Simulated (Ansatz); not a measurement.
Nearest Ti–Ti distance (Å) in related cells

A. Ti (hcp, P6₃/mmc)
B. TiC (rock salt, Fm-3m)

Computed with Ansatz (plane waves, PAW), its PAW set soft_1. Each column's cells are at rest at that level. The structures are the rest points that the relaxations reached, not proven lowest. Mean over the atoms of the rarer kind, with the range where they differ.

```json
[
 {"system": "A", "PBE": "2.880", "r2SCAN (own geometry)": "2.874"},
 {"system": "B", "PBE": "3.063", "r2SCAN (own geometry)": "3.061"}
]
```

With PBE the value of B exceeds that of A by 0.183 Å. With r2SCAN (own geometry) the value of B exceeds that of A by 0.187 Å.

Ansatz is an electronic-structure program.
